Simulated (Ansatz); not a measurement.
Worked example: self-consistent single point of KMgF3 (Pm-3m, 5 atoms in the cell) in Ansatz (a quantum-chemistry and plane-wave program).

Level of theory: PBE (plane waves, PAW; Ansatz).

The change in words: lattice scaled by 0.98. Reference geometry:
```
KMgF3
1.0
    3.99000     0.00000     0.00000
    0.00000     3.99000     0.00000
    0.00000     0.00000     3.99000
K Mg F
1 1 3
Direct
  0.00000   0.00000   0.00000
  0.50000   0.50000   0.50000
  0.50000   0.00000   0.50000
  0.00000   0.50000   0.50000
  0.50000   0.50000   0.00000
```

Reference input (self-consistent single point, DFT, PBE, plane waves, default PAW files): basis.ecutwfc = 420 eV; kpoints.mp_grid.grid = 4 4 4; hamiltonian.xc = pbe; hamiltonian.pseudopotentials = {kind: paw} (the program's default PAW files); scf.occupations.method = fermi_dirac; scf.occupations.width = 0.05 eV. This run's input differs from it in these lines:

```diff
@@ -3,5 +3,5 @@
   lattice:
-    - [3.990000, 0.000000, 0.000000]
-    - [0.000000, 3.990000, 0.000000]
-    - [0.000000, 0.000000, 3.990000]
+    - [3.910200, 0.000000, 0.000000]
+    - [0.000000, 3.910200, 0.000000]
+    - [0.000000, 0.000000, 3.910200]
   atoms:
```

Output (repeated stretches shortened):

```
SCF iter   1: F=—  HF=-5894.559374 eV  |F-HF|=—  |Δ(HF+E_count)|=         —  Δρ=5.06e-4  dr2=3.16e-5  ethr=1.77e-3  ⟨swp⟩=6.0  Hψ=1196  notcnv=0
all-band conjugate gradients solve this SCF's bands
preconditioner: auto → Resta (q_TF=auto, 2.552 Å⁻¹)
SCF iter   2: F=—  HF=-5894.559424 eV  |F-HF|=—  |Δ(HF+E_count)|=   5.00e-5  Δρ=3.15e-4  dr2=1.78e-5  ethr=7.90e-8  ⟨swp⟩=3.1  Hψ=683  notcnv=0
   [... lines left out ...]
SCF iter   4: F=—  HF=-5894.559555 eV  |F-HF|=—  |Δ(HF+E_count)|=   3.89e-5  Δρ=3.94e-5  dr2=2.54e-7  ethr=5.60e-9  ⟨swp⟩=2.0  Hψ=440  notcnv=0  defer=1
iter 5 did not close the SCF: its close was put off for the readings that it lacked (scf_convergence_deferred on its scf_iter line)
SCF iter   5: F=-5894.559558 eV  HF=-5894.559558 eV  |F-HF|=1.78e-9  |Δ(HF+E_count)|=   3.10e-6  Δρ=1.38e-5  dr2=7.51e-8  ethr=6.34e-10  ⟨swp⟩=2.0  Hψ=430  notcnv=0  defer=2
SCF iter   6: F=-5894.559558 eV  HF=-5894.559558 eV  |F-HF|=2.13e-9  |Δ(HF+E_count)|=   3.26e-8  Δρ=1.63e-6  dr2=1.35e-9  ethr=1.88e-10  ⟨swp⟩=5.1  Hψ=1117  notcnv=0
SCF 1 converged in 6 iterations: F = -5894.559558 eV  dr2 = 1.35e-9
Free energy (F): -5894.559558 eV
Internal energy: -5894.559558 eV  (E = F + TS)
E sigma→0 (E₀):  -5894.559558 eV
Fermi energy:    7.366908 eV
--- Forces (eV/Å), atoms counted from 1 ---
  atom   1  K     -0.00000000     0.00000000     0.00000000
   [... zero for the other atoms too ...]
--- Stress (GPa, compression-positive) ---
        9.145944       0.000000      -0.000000
       -0.000000       9.145944       0.000000
        0.000000       0.000000       9.145944
  P = ⅓ Tr σ = 9.1459 GPa (91.459 kbar)
  The stress holds the Pulay correction. Without it, at fixed plane waves, as pw.x and ABINIT print it: P = 8.5889 GPa
```

The run converged in 6 iterations. Against the reference run the free energy goes up by 28.9 meV/atom, the pressure goes from 3.53 to 9.15 GPa and the gap on the mesh goes from 7.311 to 7.785 eV. The full log also holds: “iter 5 did not close the SCF: its close was put off for the readings that it lacked (scf_convergence_deferred on its scf_iter line)”.

The starting cell has typed, rounded lattice constants, without a prior relaxation at this level. For this run, on top of that: lattice scaled by 0.98. With a pressure of about 9 GPa the cell is away from its equilibrium volume at this level. Ansatz's pressure includes its estimate of the finite-basis (Pulay) stress. Without the estimate this run gives 8.59 GPa.

Keys are those of Ansatz 0.2.
